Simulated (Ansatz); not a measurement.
Start from B in the diamond structure (space group Fd-3m, No. 227; a = 4.052 Å; a hypothetical phase, not in the database extracts checked; relaxed with 0.1 eV smearing).

(Cell as relaxed with PBE.)

Levels (all Ansatz, a program for electronic structure, PAW): PBE (420 eV, without spin-orbit coupling); PBEsol (420 eV, without spin-orbit coupling).

Each level relaxes its own structure.

```tsv
base	PBE	PBEsol
volume per atom	8.32 Å³	8.20 Å³
lattice parameter a	4.052 Å	4.033 Å
band gap	zero	zero
```

It is then changed as follows: every lattice vector is stretched by 0.15 %; the atoms relax in the strained cell.

```tsv
quantity	PBE	PBEsol
pressure	-0.8 GPa	___
energy relative to the base (free energy F)	+0.1 meV/atom	___
band gap	zero	___
```

Task: Predict the PBEsol column.

Result: 
- pressure, PBEsol: -0.8 GPa
- energy relative to the base (free energy F), PBEsol: +0.1 meV/atom
- band gap, PBEsol: zero

The two agree on the pressure, energy relative to the base and band gap. Neither level is exact; PBEsol is the comparison here, not a measurement.

No phonon test of stability was made.
